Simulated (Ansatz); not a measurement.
The starting structures come from a database of crystals and need not be the phases stable at ambient conditions.

 Where the default PAW files enter, the runs use the earlier of Ansatz's two default sets.

Inside the gap of an insulator the Bloch states are evanescent, with a wavenumber k + iκ along the transport direction.

Consider the following.

```
Hf3N4
1.0
    5.81545     0.00000     0.00000
   -1.93848     5.48286     0.00000
    1.93848     2.74143     4.74829
Hf N
6 8
Direct
  0.12500   0.75000   0.12500
  0.25000   0.62500   0.62500
  0.37500   0.25000   0.37500
  0.75000   0.87500   0.87500
  0.87500   0.12500   0.25000
  0.62500   0.37500   0.75000
  0.50000   0.00000   0.63366
  0.00000   0.86634   0.50000
  0.13366   0.13366   0.86634
  0.86634   0.50000   0.00000
  0.00000   0.36634   0.50000
  0.50000   0.00000   0.13366
  0.36634   0.50000   0.00000
  0.63366   0.63366   0.36634
```

Space group of this cell: I-43d. The cell is taken as given; by LDA its mean pressure is -12.9 GPa.

Transport runs along the normal of the first two printed cell vectors, the (110) plane of the conventional cell.

No gap correction and no spin-orbit coupling; mid-gap values are interpolated between computed energies.

Task: State the band gap and the smallest decay constant κ at mid-gap according to LDA (Ansatz, a quantum-chemistry and plane-wave program).

Result: Gap 0.92 eV on a 6×6×6 mesh; κ = 0.168 1/Å, at the zone centre.
